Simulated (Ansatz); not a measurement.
The cell is made up: elements placed on another compound's structure type, so the phase may be hypothetical.

Data:

```xyz
8
Lattice="4.0847 0.0000 0.0000 0.0000 4.0847 0.0000 2.0423 -2.0423 3.8100" Properties=species:S:1:pos:R:3 pbc="T T T"
Al     0.0000     0.0000     0.0000
Al     2.0423     0.0000     1.9050
B      2.0423     2.0423     0.0000
B      4.0847     2.0423     1.9050
N      3.0635     1.2509     0.9525
N      3.2933    -1.0212     2.8575
N      1.0212     2.8337     0.9525
N      4.8761     1.0212     2.8575
```

Space group of this cell: I-42d, chalcopyrite. The cell was relaxed by PBE-D3(BJ).

Transport runs along the normal of the first two printed cell vectors.

The gap is the functional's own. No spin-orbit coupling. Mid-gap values are interpolated on the energy grid.

Q: State the band gap and the smallest decay constant κ at mid-gap according to PBEsol (Ansatz, a program for electronic structure).

A: Gap 2.71 eV on a 8×8×8 mesh; κ = 0.320 1/Å, at the zone centre.
